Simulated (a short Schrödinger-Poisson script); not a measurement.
# MOS inversion layer, SiO2 on p-type Ge(100)

Structure: MOS inversion layer, SiO2 on p-type Ge(100), at 400 K.

```csv
layer,material,thickness (nm),Na (cm⁻³)
1,SiO2,3.5,-
2,Ge,390,1.1e18
```

The device is made up for the run: typed textbook-type constants, with dimensions and the other settings drawn at random. SiO2: permittivity 3.9, conduction-band edge (eV) 3.1, gap (eV) 9, electron mass (mₑ) 0.5. Ge: permittivity 16, conduction-band edge (eV) 0, gap (eV) 0.664, Nv at 300 K (cm⁻³) 6e18.

Channel valleys (confinement mass, in-plane density-of-states mass, number): L4 0.12, 0.295, 4. At the gate the conduction-band edge of layer 1 lies 3.52 eV − eVg above the Fermi level of the channel; the field vanishes at the back. Gaps are held at their typed values at every temperature. Mesh 0.03 nm at interfaces.

Solved with a short Schrödinger-Poisson script written for these runs: 1D Poisson equation in equilibrium, electrons quantum, Hartree (BenDaniel-Duke, 12 states a valley, the channel's in-plane mass for all, wave functions free to enter the dielectric), parabolic valleys, classical holes, full ionisation, no traps, pinning or gate leakage.

```tsv
Vg (V)	electrons (cm⁻²)	C (μF/cm²)	L4 E0 (meV)	L4 E1 (meV)
0	2.16e7	0.624	581.9	594.1
0.15	2.34e7	0.538	548.3	584.4
0.3	3.24e7	0.469	495.8	555.3
0.45	9.52e7	0.418	429.6	507.5
0.6	6.64e8	0.381	353.7	446.2
0.75	6.87e9	0.361	271.3	375.8
0.9	7.16e10	0.428	189.8	304.3
1.05	3.81e11	0.623	131.6	253.5
1.2	9.41e11	0.738	99.7	227.1
1.35	1.62e12	0.791	80.3	212.2
1.5	2.35e12	0.820	66.6	202.6
1.65	3.11e12	0.839	56.1	195.9
1.8	3.89e12	0.851	47.5	190.9
1.95	4.69e12	0.861	40.2	187.0
2.1	5.49e12	0.869	33.9	183.9
2.25	6.31e12	0.875	28.2	181.3
2.4	7.12e12	0.880	23.1	179.2
2.55	7.95e12	0.884	18.4	177.4
2.7	8.78e12	0.888	14.0	175.9
2.85	9.61e12	0.892	10.0	174.6
3	1.04e13	0.895	6.1	173.5
```

Subbands count from the Fermi level.

Only the L valleys are kept; under strong confinement the Δ valleys of Ge fill too.
